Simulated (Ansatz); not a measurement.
Cl on the 1x1 (111) surface of fcc Al, one in a 1x1 cell, energies for each (7.1 Å²). Energies are against ½ Cl2(g), without zero-point or thermal terms; each row is named by its start.

The numbers are results of PBE (plane waves to 420 eV, PAW; Ansatz, an electronic-structure program), not measurements.

Set-up: 5 atoms, 7.0 Å thick at the start under the adsorbate (thin: gaps and levels are the slab's own); mesh 12x12x1; 0.1 eV smearing; dipole correction on; 2 atoms held, the rest relaxed; each run with such symmetry as its start has; no spin, no spin-orbit, no U, no dispersion correction.

A negative adsorption energy means that the adsorbate is more stable on the surface than in its reference. Starts that drift may end in the same place. Heights count from the host atoms within 0.3 Å of the top one.

```tsv
starting site	E_ads (eV)	height (Å)	nearest host atom (Å)	bonded to	Δ work function (eV)	lateral drift (Å)
top Al	-0.71	2.19	Al 2.19	Al	[?]	0.0
hollow Al-Al-Al over Al at depth 2.3 Å	[?]	1.77	Al 2.42	3 Al	0.53	0.0
hollow Al-Al-Al over Al at depth 4.6 Å	-0.88	1.76	Al 2.42	3 Al	0.26	0.0
bridge Al-Al (span 2.9 Å)	-0.88	1.76	Al 2.41	3 Al	0.25	0.8
```

Problem. Complete the blanks.

Solution. 
- top Al, Δ work function (eV): 1.61
- hollow Al-Al-Al over Al at depth 2.3 Å, E_ads (eV): -0.83
